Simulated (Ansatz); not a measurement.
**BaHfO3: response to strain**

Start from BaHfO3 in the cubic perovskite structure (space group Pm-3m, No. 221; a = 4.1575 Å). Axes: x, y, z lie along the cube axes.

Strains are applied to the cell and any free atomic positions relax; under biaxial strain the out-of-plane vector relaxes too.

The values are results of Ansatz (a quantum-chemistry and plane-wave program), PBEsol, PAW, cutoff 420 eV, no spin-orbit coupling, not measurements.

| biaxial strain, plane normal [001], relaxed out of plane (%) | band gap (eV) |
|---|---|
| 0 | 3.58 |
| 0.6 | 3.53 |
| 1.2 | 3.47 |
| 1.8 | ? |
| 2.4 | 3.37 |
| 3 | 3.32 |

Problem. Fit E_g = E₀ + Dε (ε in %) to the rows shown and predict the withheld row.

Solution. Least squares on the printed values gives E₀ = 3.58 eV, D = -87.0 meV per % of strain (largest residual 0.00 eV); this predicts 3.42 eV, and the run gives 3.42 eV, in agreement.

With Hf present, leaving out spin-orbit coupling can change the band edges. Stability against distortions was not tested.
